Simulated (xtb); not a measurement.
xtb 6.7.1, GFN2-xTB: Ge(Br)(OMe)3 (C[O][Ge]([Br])([O]C)[O]C), 17 atoms. The geometry is a generated start, not checked to be a minimum at this level.

| Property | Result |
|---|---|
| run flags | --grad |
| method | GFN2-xTB |
| --acc | 1 (default) |
| --etemp (K) | 300 (default) |
| basis functions | 53 |
| valence electrons | 50 |

```xyz
17

C     -0.4287    -2.3438     0.0428
O     -0.0830    -1.2753    -0.8190
Ge     0.1206     0.4153    -0.3671
Br     0.4022     1.3415    -2.4084
O     -1.2161     1.0652     0.5325
C     -2.5105     1.3931     0.0489
O      1.4406     0.7247     0.7222
C      2.8250     0.5602     0.4564
H     -0.6198    -3.2025    -0.6023
H     -1.3269    -2.1188     0.6235
H      0.3874    -2.5784     0.7305
H     -2.7111     0.9740    -0.9408
H     -2.6076     2.4792     0.0010
H     -3.2376     0.9932     0.7578
H      3.3331     0.7049     1.4102
H      3.0538    -0.4377     0.0727
H      3.1785     1.3051    -0.2607
```

One run each on 1 thread. Values of broydamp tried: 0.02, 0.05, 0.1, 0.2, 0.4 (default), 0.6, 0.8, 1.

How does the count of SCC iterations change with broydamp, and where is it least?

Fewest SCC iterations, within one of each other: 0.4 (default) with 14, 0.6 with 15, 0.8 with 15. The count rises to 22 at 0.02. All converge to one solution.

| broydamp | SCC iterations | end |
|---|---|---|
| 0.02 | 22 | same solution |
| 0.05 | 20 | same solution |
| 0.1 | 19 | same solution |
| 0.2 | 17 | same solution |
| 0.4 (default) | 14 | same solution |
| 0.6 | 15 | same solution |
| 0.8 | 15 | same solution |
| 1 | 18 | same solution |
